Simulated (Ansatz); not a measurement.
The starting structures come from a database of crystals and need not be the phases stable at ambient conditions.

 Where the default PAW files enter, the runs use the earlier of Ansatz's two default sets.

Given:

```
CELL_PARAMETERS angstrom
      4.04867     0.00000     0.00000
      0.00000     6.96278     0.00000
      0.00000     0.00000     4.04867
ATOMIC_POSITIONS crystal
  La 0.50000 0.23003 0.00000
  La 0.00000 0.76997 0.50000
  S  0.00000 0.34872 0.50000
  S  0.50000 0.65128 0.00000
  F  0.50000 0.00000 0.50000
  F  0.00000 0.00000 0.00000
```

Space group of this cell: P4/nmm. The cell is taken as given.

Transport runs along the normal of the first two printed cell vectors, the (100) plane of the conventional cell.

No gap correction and no spin-orbit coupling; mid-gap values are interpolated between computed energies.

Predict the band gap and the smallest decay constant κ at mid-gap from r2SCAN (Ansatz, a quantum-chemistry and plane-wave program).

Gap 1.86 eV on a 8×6×8 mesh; κ = 0.258 1/Å, at the zone centre.
